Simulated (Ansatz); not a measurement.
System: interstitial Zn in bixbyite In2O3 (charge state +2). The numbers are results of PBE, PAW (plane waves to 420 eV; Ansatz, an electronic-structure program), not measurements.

80-site cell at the relaxed PBE lattice, a 2×2×2 k-point mesh shifted by half a step, smearing 0.01 eV, spin-restricted, no finite-size correction. No zero-point or tunnelling terms. The charge state is imposed; whether it is stable for some Fermi level was not computed. Sites that were not tried may lie lower.

The step: one Zn atom jumps by itself; the atom moves 2.08 Å along (0.13, -0.12, 0.10) of the unit cell; the moving atom starts with neighbours 2 O at 1.92, 2 O at 2.05 Å and ends with In at 2.61, 3 In at 2.71; 3 O at 2.10, 3 O at 2.38 Å.

### Question
What is the computed migration barrier of this step (PBE, PAW)?

### Answer
0.28 eV forward and 0.21 eV backward. At the saddle the moving atom has neighbours O at 1.88, O at 1.89, O at 1.94 Å. The saddle point's order was not checked.
